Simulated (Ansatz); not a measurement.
**SiC under a change: x(Pd) = 0.333, 6 atoms, P3m1**

Start from SiC in the zinc blende structure (space group F-43m, No. 216; a = 4.356 Å).

The other end (x = 1) is PdC in the zinc blende structure (space group F-43m, No. 216; a hypothetical phase, not in the database extracts checked): 12.83 Å³/atom, gap zero; this end may not be an ambient phase.

Modification: a fraction x = 0.333 of the Si sites is given to Pd, ordered in a cell of 6 atoms (starting symmetry P3m1) and fully relaxed.

Calculations: Ansatz (a quantum-chemistry and plane-wave program), r2SCAN, PAW, cutoff 500 eV, no spin-orbit coupling. Settings: 17×17×6 k-points, 0.05 eV Fermi–Dirac smearing, for the changed cell.

| quantity | base | changed | shift |
|---|---|---|---|
| volume per atom | 10.33 Å³ | 11.09 Å³ | +0.752 Å³ |
| density | 3.22 g/cm³ | 4.96 g/cm³ | +1.74 g/cm³ |
| shortest interatomic distance | 1.886 Å | 1.843 Å | -0.043 Å |
| band gap | 1.71 eV | zero | – |
| mixing energy (to 0.01 eV only: unlike meshes or grids) (against an end that may be hypothetical) | – | +0.09 eV/atom | – |
| deviation of the volume from the linear (Vegard-type) interpolation | – | -0.7 % | – |
| mean first-shell distances | – | Si–C 1.869 Å (end compound 1.886 Å), Pd–C 2.088 Å (end compound 2.027 Å) | – |

Final structure:

```
CELL_PARAMETERS angstrom
      3.06503     0.00000     0.00000
     -1.53252     2.65440     0.00000
      0.00000     0.00000     8.17601
ATOMIC_POSITIONS crystal
  C  0.00000 0.00000 0.72005
  C  0.33333 0.66667 0.41784
  C  0.66667 0.33333 0.11668
  Pd 0.00000 0.00000 0.99144
  Si 0.33333 0.66667 0.65711
  Si 0.66667 0.33333 0.34688
```

These are small ordered cells, not random alloys; other orderings at the same x differ. No phonon test of stability was made. All final runs are without spin polarisation. PdSi2C3 has a high density of states at the Fermi level and may be magnetic at this level.
